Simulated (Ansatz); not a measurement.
# PbSe: response to strain

The reference is PbSe in the rock salt structure (space group Fm-3m, No. 225; a = 6.1780 Å). Axes: x, y, z lie along the cube axes.

Strains are applied to the cell and any free atomic positions relax; under biaxial strain the out-of-plane vector relaxes too.

Level of theory: r2SCAN (Ansatz, a first-principles code), no spin-orbit coupling.

Notes on the quantities. energy relative to the base: free energy F.

```tsv
case	out-of-plane strain	shortest interatomic distance	energy relative to the base
base	–	3.089 Å	0 meV/atom
biaxial strain −3.00 %, plane normal [001], relaxed out of plane	+0.62 %	2.996 Å	+26 meV/atom
biaxial strain −2.50 %, plane normal [001], relaxed out of plane	(withheld)	(withheld)	(withheld)
biaxial strain −2.00 %, plane normal [001], relaxed out of plane	+0.42 %	3.027 Å	+11 meV/atom
biaxial strain −1.50 %, plane normal [001], relaxed out of plane	+0.31 %	3.043 Å	+6.0 meV/atom
biaxial strain −1.00 %, plane normal [001], relaxed out of plane	+0.20 %	3.058 Å	+2.6 meV/atom
biaxial strain −0.50 %, plane normal [001], relaxed out of plane	+0.10 %	3.074 Å	+0.6 meV/atom
```

Problem. Complete the table.

Solution. 
- biaxial strain −2.50 %, plane normal [001], relaxed out of plane, out-of-plane strain: +0.52 %
- biaxial strain −2.50 %, plane normal [001], relaxed out of plane, shortest interatomic distance: 3.012 Å
- biaxial strain −2.50 %, plane normal [001], relaxed out of plane, energy relative to the base: +17 meV/atom

Stability against distortions was not tested.
